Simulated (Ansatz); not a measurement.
Take CuCl (space group P3_121, No. 152; a = 3.976 Å, c = 8.974 Å; a hypothetical phase, not in the database extracts checked; made of chains) as the base.

Levels (all Ansatz, a first-principles code, PAW): PBEsol (420 eV, no spin-orbit coupling); HSE06 (420 eV, no spin-orbit coupling).

The geometry is relaxed with PBEsol.

PBEsol band gap: 2.06 eV

Question: Predict the band gap from HSE06.

Answer: The band gap increases by 1.62 eV, from 2.06 eV to 3.68 eV.

Single points use the geometry relaxed with PBEsol. HSE06 gaps are upper bounds (no full band path). Stability against distortions was not tested. No Hubbard U is applied. The final runs are not spin-polarised. No dispersion term is included in the PBEsol runs.
